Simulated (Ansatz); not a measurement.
**AlN in the zinc blende structure (space group F-43m, No. 216)**

```xyz
2
Lattice="0.0000 2.2013 2.2013 2.2013 0.0000 2.2013 2.2013 2.2013 0.0000" Properties=species:S:1:pos:R:3 pbc="T T T"
N      3.3019     3.3019     3.3019
Al     0.0000     0.0000     0.0000
```

Calculations: PBE (Ansatz, a first-principles code, PAW, spin-orbit coupling left out), earlier PAW set. Γ-centred 13×13×13 mesh, Fermi–Dirac width 0.05 eV.

```yaml
volume_per_atom: 10.67 Å³
density: 3.19 g/cm³
band_gap: 3.31 eV, indirect, Γ → X
electron_mass: 0.53 mₑ along k, 0.33 mₑ across
Hole mass (degenerate bands, along [100]): 0.31, 1.5, 1.5 mₑ
Lowest conduction-band minima above the VBM: X along ⟨100⟩ 3.31 eV; Γ 3.98 eV
total_energy: -462.108 eV/atom (σ→0; compares only within this code and set-up)
```

Effective masses come from finite differences of ±0.01 Å⁻¹. Along k means along the line from Γ to the band edge. Whether these cells are dynamically stable was not tested. This is not the structure that AlN has at room temperature and ambient pressure.
